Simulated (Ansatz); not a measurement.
Band structure of GaAs (F-43m, 2 atoms in the cell).

```
CELL_PARAMETERS angstrom
      0.00000     2.93460     2.93460
      2.93460     0.00000     2.93460
      2.93460     2.93460     0.00000
ATOMIC_POSITIONS crystal
  Ga 0.00000 0.00000 0.00000
  As 0.25000 0.25000 0.25000
```

Method of the run: PBE, PAW files (plane waves; Ansatz, a program for electronic structure).

Settings: kpoints.mp_grid.grid = 7 7 7; hamiltonian.xc = pbe; hamiltonian.pseudopotentials = {kind: paw} (the program's default PAW files); scf.occupations.method = gaussian; scf.occupations.width = 0.0147 Ry; kpoints.band_path.npoints = 8.

The starting cell comes from a database of computed structures (which also holds hypothetical and non-ambient phases and stackings), without a prior relaxation at this level. Its lattice was rescaled by a random factor within 2.5 % of one. The run gives no clean gap (levels at the Fermi energy touch, overlap or are partly filled at this smearing), which alone does not show that the compound is a metal.

Levels in eV from the Fermi level, bands 11 to 17:
| point | 11 | 12 | 13 | 14 | 15 | 16 | 17 |
|---|---|---|---|---|---|---|---|
| Γ | -12.06 | -0.37 | -0.08 | -0.08 | -0.08 | 3.61 | 3.61 |
| X | -10.03 | -6.41 | -2.39 | -2.39 | 1.58 | 1.61 | 9.22 |
| W | -9.99 | -6.26 | -3.12 | -2.93 | 4.01 | 4.57 | 4.97 |
| K | -10.06 | -6.25 | -3.39 | -2.03 | 1.92 | 4.29 | 7.29 |
| L | -10.62 | -6.16 | -1.07 | -1.07 | 0.62 | 4.50 | 4.50 |
| U | -10.06 | -6.25 | -3.39 | -2.03 | 1.92 | 4.29 | 7.29 |

Bands cross the Fermi level along this path, so the cell is metallic at this level.

Keys are those of Ansatz 0.2.
